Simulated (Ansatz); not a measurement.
Seebeck coefficient (μV/K, mean over directions) of n-type SiC (F-43m) against carrier density, PBEsol with spin-orbit coupling, rigid bands (Ansatz, an electronic-structure program). Computed gap 1.24 eV; densities at which minority carriers matter at this gap, or further valleys turn the trend, are left out. Conductivity mass 0.30 mₑ (harmonic mean over directions), N_c = 1.4e19 cm⁻³ at 300 K.

```json
[
 {"electron density": "1e18 cm⁻³", "300 K": "-442", "500 K": "-509", "800 K": "-570"},
 {"electron density": "3e18 cm⁻³", "300 K": "-349", "500 K": "-415", "800 K": "-476"},
 {"electron density": "1e19 cm⁻³", "300 K": "-249", "500 K": "-313", "800 K": "-373"},
 {"electron density": "3e19 cm⁻³", "300 K": "-164", "500 K": "-223", "800 K": "?"},
 {"electron density": "1e20 cm⁻³", "300 K": "-89", "500 K": "-135", "800 K": "-186"},
 {"electron density": "3e20 cm⁻³", "300 K": "?", "500 K": "?", "800 K": "-112"},
 {"electron density": "1e21 cm⁻³", "300 K": "-21", "500 K": "-36", "800 K": "-57"}
]
```

Task: Complete the blanks.

Result: 
- 3e19 cm⁻³, 800 K: -281
- 3e20 cm⁻³, 300 K: -46
- 3e20 cm⁻³, 500 K: -74

Rigid bands with a gap fixed in temperature, one relaxation time for all states, no polarons or phonon drag, and whether or not such doping can be reached.
